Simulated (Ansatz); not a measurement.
# GaN in the wurtzite structure (space group P6_3mc, No. 186)

```
GaN
1.0
    3.18258     0.00000     0.00000
   -1.59129     2.75619     0.00000
    0.00000     0.00000     5.18543
Ga N
2 2
Cartesian
  0.00000   1.83746   0.00100
  1.59129   0.91873   2.59372
  0.00000   1.83746   1.95390
  1.59129   0.91873   4.54662
```

Calculations: Kohn–Sham DFT with the PBEsol functional, run in Ansatz (an electronic-structure program) with PAW and 420 eV plane waves, no spin-orbit coupling. Γ-centred 12×12×7 mesh, Fermi–Dirac width 0.05 eV.

| Item | Result |
|---|---|
| Volume per atom | 11.37 Å³ |
| Density | 6.11 g/cm³ |
| Band gap | 1.88 eV, direct at Γ |
| Electron mass | 0.16 mₑ along c, 0.17 mₑ across |
| Lowest conduction-band minima above the VBM | Γ 1.88 eV |
| Total energy | -2061.424 eV/atom (σ→0; compares only within this code and set-up) |

Masses are band curvatures over ±0.01 Å⁻¹ around the edge. Stability against distortions was not tested.
